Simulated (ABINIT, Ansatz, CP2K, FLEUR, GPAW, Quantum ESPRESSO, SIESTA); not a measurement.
# Code comparison for RbP2Ru2 (I4/mmm, 5 atoms in the cell)

Self-consistent single point.

```
Rb(PRu)2
1.0
   -2.01581     2.01581     6.60592
    2.01581    -2.01581     6.60592
    2.01581     2.01581    -6.60592
Rb P Ru
1 2 2
Cartesian
  0.00000   0.00000   0.00000
  0.00000   0.00000   4.40601
  0.00000   0.00000   8.80582
  0.00000   2.01581   3.30296
  2.01581   0.00000   3.30296
```

Shared settings, as Ansatz (a first-principles code) writes them: kpoints.mp_grid.grid = 7 7 7; scf.occupations.method = fermi_dirac; scf.occupations.width = 0.1 eV. Potentials and cutoffs stand in the table.

```csv
code,model,pressure (GPa),largest force (eV/Å),cutoff
ABINIT,"PBEsol, PAW (JTH v2.0 PBE PAW, files made for PBE)",-1.13,0.084,571 eV
SIESTA,"GGA PBEsol, numerical atomic orbitals DZP, PseudoDojo PBEsol standard norm-conserving potentials (rewritten from UPF to PSML)",1.13,0.485,grid 300 Ry
CP2K,"PBEsol, GPW, DZVP-MOLOPT-SR-GTH basis, GTH-PBE potentials (GTH_POTENTIALS)",-0.05,0.335,grid 500 Ry
Quantum ESPRESSO,"PBEsol, SSSP 1.1.2 precision (PBE) pseudopotentials",-1.28,0.078,75 Ry
Ansatz,"PBEsol, PAW files made with PBE",-1.54,0.037,default
GPAW,"PBEsol, GPAW PAW datasets PBEsol (made by gpaw-setup)",-1.16,0.130,600 eV
FLEUR,"PBEsol, all-electron FLAPW (FLEUR), scalar-relativistic valence",–,0.087,Kmax 4.1 1/bohr
```

A dash marks a value that a program does not give, or that is left out as unsure.

On Ansatz's run: spin polarisation is off; with an odd number of electrons in the cell that forces a metal, and a magnetic state may lie lower.

The spread over the programs that give each value: pressure within 2.67 GPa; largest force within 0.448 eV/Å.

SIESTA and CP2K use small atom-centred bases, whose incompleteness enters pressures, forces and empty levels differently from a plane-wave cutoff. FLEUR treats all electrons, but the usual bases taken here (sphere radii, linearisation, local orbitals, empty states) were not tested for convergence, so the values are no reference for the others. Ansatz's pressure is given at a fixed set of plane waves, as the other plane-wave codes print theirs; with its correction for the finite basis it is -1.47 GPa. In the pressure, SIESTA (by 2.36) and CP2K (by 1.17) lie more than 1 GPa from the median of the plane-wave programs. In the force vectors, SIESTA (by 0.404) and CP2K (by 0.255) lie more than 0.08 eV/Å from the median of the plane-wave programs.

The starting cell comes from a database of computed structures (which also holds hypothetical and non-ambient phases and stackings), without a prior relaxation at this level.

Keys are those of Ansatz 0.2.
